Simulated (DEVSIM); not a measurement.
Structure: abrupt GaAs n-p junction, at 300 K.

| layer (left to right) | material | thickness (μm) | Nd (cm⁻³) | Na (cm⁻³) | τn (s) | τp (s) |
|---|---|---|---|---|---|---|
| 1 | GaAs | 25.0 | 1.4e17 | - | 6.7e-10 | 6.7e-10 |
| 2 | GaAs | 2.50 | - | 3.6e15 | 6.7e-10 | 6.7e-10 |

Left contact: ohmic. Right contact: ohmic. Voltage is applied to the left contact. Recombination: SRH at mid-gap, radiative, Auger. Mobility is constant in doping.

This is a model device: material constants are rounded textbook-type values typed into the input, and sizes, dopings and lifetimes were drawn at random. Values at 300 K.

| parameter | GaAs |
|---|---|
| gap (eV) | 1.424 |
| affinity (eV) | 4.07 |
| permittivity | 12.9 |
| Nc (cm⁻³) | 4.7e17 |
| Nv (cm⁻³) | 9e18 |
| μn (cm²/Vs) | 8500 |
| μp (cm²/Vs) | 400 |
| B (cm³/s) | 2e-10 |
| Cn (cm⁶/s) | 1e-30 |
| Cp (cm⁶/s) | 1e-30 |

Model (solved in DEVSIM): 1D drift-diffusion, Boltzmann statistics, complete ionisation; no tunnelling, impact ionisation, image-force lowering or self-heating.

Task: Tabulate band edges, carrier densities and field at 10.0 V on the left contact.

Result: Energies count from the Fermi level of the right contact; mesh points crowd at the junctions.

| x (μm) | Ec (eV) | Ev (eV) | n (cm⁻³) | p (cm⁻³) | field (V/cm) |
|---|---|---|---|---|---|
| 0.000 | -9.969 | -11.393 | 1.4e17 | < 1e2 | ≈ 0 |
| 0.03488 | -9.969 | -11.393 | 1.4e17 | < 1e2 | ≈ 0 |
| 0.1204 | -9.969 | -11.393 | 1.4e17 | < 1e2 | ≈ 0 |
| 0.3299 | -9.969 | -11.393 | 1.4e17 | < 1e2 | ≈ 0 |
| 1.129 | -9.969 | -11.393 | 1.4e17 | < 1e2 | ≈ 0 |
| 2.803 | -9.969 | -11.393 | 1.4e17 | < 1e2 | ≈ 0 |
| 6.903 | -9.969 | -11.393 | 1.4e17 | < 1e2 | ≈ 0 |
| 18.23 | -9.969 | -11.393 | 1.4e17 | < 1e2 | ≈ 0 |
| 22.25 | -9.969 | -11.393 | 1.4e17 | < 1e2 | ≈ 0 |
| 23.89 | -9.969 | -11.393 | 1.4e17 | < 1e2 | ≈ 0 |
| 24.56 | -9.969 | -11.393 | 1.4e17 | < 1e2 | ≈ 0 |
| 24.88 | -9.969 | -11.393 | 1.4e17 | < 1e2 | 59 |
| 24.97 | -9.905 | -11.329 | 1.2e16 | < 1e2 | 40000 |
| 25.00 | -9.661 | -11.085 | 9.5e11 | < 1e2 | 100000 |
| 25.05 | -9.106 | -10.530 | 760 | 110 | 100000 |
| 25.16 | -8.011 | -9.435 | 300 | 600 | 96000 |
| 25.43 | -5.623 | -7.047 | 280 | 2100 | 83000 |
| 26.07 | -1.335 | -2.759 | 220 | 9000 | 51000 |
| 27.07 | 1.206 | -0.218 | < 1e2 | 2.0e15 | 2000 |
| 27.34 | 1.221 | -0.203 | < 1e2 | 3.5e15 | 60 |
| 27.45 | 1.222 | -0.202 | < 1e2 | 3.6e15 | 16 |
| 27.50 | 1.222 | -0.202 | < 1e2 | 3.6e15 | 12 |
